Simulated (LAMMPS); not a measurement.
MD of ZnSe (zinc blende) at zero pressure, 4096 atoms, as a crystal; each row is its own run.

Model: classical MD, pair style sw, file CdTeZnSeHgS0.sw, run in LAMMPS.

```csv
T (K),enthalpy (eV/atom)
200,-2.6427
300,-2.6169
810,-2.4841
1350,-2.3380
1620,-2.2611
1890,-2.1829
2160,-2.1003
```

Task: Fit a straight line, y = a + b x, to these rows (x is the first column, y the second) and predict the run at x = 1080.

Result: Least squares gives a = -2.7021 and b = 0.0002748. At x = 1080 the fit predicts -2.4054 eV/atom. The run itself gave -2.4118 ± 0.0003 eV/atom, so the fit is 6.4 meV/atom high.
